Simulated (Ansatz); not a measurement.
Adsorption energy and surface dipole of F on the 1x1 (110) surface of bcc Mo, one in a 1x1 cell, started at the site 'hollow Mo-Mo-Mo', worked from the runs' numbers; total energies count from the potentials' own zero.

The numbers are results of PBE (plane waves to 420 eV, PAW; Ansatz, a first-principles code), not measurements.

Slab: 5 atoms, 6.5 Å thick at the start under the adsorbate (thin: gaps and levels are the slab's own); k 12x12x1, smearing 0.1 eV, dipole-corrected; 2 atoms held, the rest relaxed; start symmetry kept, larger cells not searched; no spin, no spin-orbit, no U, no dispersion correction. At the end it is bonded to 3 Mo. In PBE it is, or lies within 0.03 eV of, the lowest of the starts that converged.

| quantity | value |
|---|---|
| slab with the adsorbate | -20630.923 eV |
| clean slab, same cell and mesh | -19821.607 eV |
| reference, ½ F2(g) | -805.593 eV |
| area of the cell | 7.06 Å² |
| change of the step from the bottom to the top vacuum level | 1.090 eV |

### Question
What is the adsorption energy against this reference?

### Answer
E(slab + adsorbate) − E(slab) − E(reference) = -3.72 eV, so in this state the adsorbate is more stable than in the reference, at a coverage of 14.16 a nm².

### Question
What dipole does adsorption add to the slab along the outward normal (Helmholtz relation, ε₀ = 0.005526 e/(V·Å))?

### Answer
p = −ε₀·A·ΔV = -0.043 e·Å = -0.20 D; its negative end points to the vacuum, which raises the vacuum level.
